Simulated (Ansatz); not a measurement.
```
KTaO3
1.0
    3.99017     0.00000     0.00000
    0.00000     3.99017     0.00000
    0.00000     0.00000     3.99017
K Ta O
1 1 3
Direct
  0.50000   0.50000   0.50000
  0.00000   0.00000   0.00000
  0.00000   0.50000   0.00000
  0.50000   0.00000   0.00000
  0.00000   0.00000   0.50000
```

The numbers are results of r2SCAN with spin-orbit coupling, rigid bands (plane waves, PAW; Ansatz, an electronic-structure program), not measurements. How the cell was made: cell and atoms relaxed with r2SCAN.

What conductivity effective mass do dilute holes have at 300 K?

2.0 mₑ.

What conductivity effective mass do dilute electrons have at 300 K?

0.48 mₑ.

And the band gap?

2.48 eV at this level; semilocal functionals usually fall short of the measured gap.

Rigid bands, one relaxation time for all states, no polarons.
